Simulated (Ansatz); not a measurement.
Double-hcp La, treated with PBE+SOC (plane waves, PAW; Ansatz, an electronic-structure program).

Numerical settings: plane-wave cutoff 520 eV, 18×18×6 k mesh (along the axes of the cell as run), Fermi–Dirac smearing 0.05 eV, PAW data made under PBE.

Energies at three volumes about the minimum:

```json
[
 {"V (Å³/atom)": "36.411", "E − E_lowest (meV/atom)": "1.20"},
 {"V (Å³/atom)": "37.155", "E − E_lowest (meV/atom)": "0.00"},
 {"V (Å³/atom)": "37.898", "E − E_lowest (meV/atom)": "1.13"}
]
```

Q: Fit a parabola by hand: where is the minimum, and what is the bulk modulus?

A: Slopes: (0.00 − 1.20)/(37.155 − 36.411) = -1.613 and (1.13 − 0.00)/(37.898 − 37.155) = 1.521 meV/Å³. Curvature E″ = 2 × (1.521 − (-1.613))/(37.898 − 36.411) = 4.215 meV/Å⁶. From the middle of the first interval, the slope vanishes at V0 = 36.7830 − (-1.613)/4.215 = 37.166 Å³/atom. B = V0 E″ = 37.166 × 4.215 meV/Å³ × 0.1602 GPa per meV/Å³ = 25.1 GPa. The full Birch–Murnaghan fit to all volumes gives V0 = 37.156 Å³/atom and B0 = 25.1 GPa.

Shape and atoms are relaxed at each volume.

Measured, for comparison: bulk modulus 27.9 GPa (room temperature, not corrected to a static lattice; as tabulated in Wikipedia's data pages). Computed less measured: bulk modulus -10 %.
